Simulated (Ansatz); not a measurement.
**Electron-phonon data for Y3InC (Pm-3m)**

Here is the system:

```xyz
5
Lattice="4.8664 0.0000 0.0000 0.0000 4.8664 0.0000 0.0000 0.0000 4.8664" Properties=species:S:1:pos:R:3 pbc="T T T"
Y      2.4332     0.0000     2.4332
Y      0.0000     2.4332     2.4332
Y      2.4332     2.4332     0.0000
In     0.0000     0.0000     0.0000
C      2.4332     2.4332     2.4332
```

These are PBEsol, DFPT electron-phonon coupling, linearised Boltzmann equation (plane waves, PAW, scalar-relativistic; Ansatz, a program for electronic structure) values and carry that method's errors. Cell: relaxed with this functional, without spin-orbit coupling.

```
Property                               Value
-------------------------  -----------------
resistivity at 300 K               230 μΩ·cm
Hall coefficient at 300 K  -6300 ×10⁻¹¹ m³/C
```

A metal at this level (no band gap). Only scattering by harmonic phonons is included (no impurities, grain boundaries, electron-electron scattering or thermal expansion). Spin-orbit coupling is left out. Values near or above 100 μΩ·cm, or paths under about 2 nm, lie near resistivity saturation, where the Boltzmann equation overshoots. Few carriers conduct, so the values hang on small band overlaps. Halving the electron mesh (20x20x20) moves the resistivity by up to 2 % at 300 K. Smearing 0.20 eV; phonons on a 3x3x3 q mesh, which this run doesn't test.

Computed structure with no diffraction record at hand here (it may be known, metastable or hypothetical): Y3InC (Pm-3m).
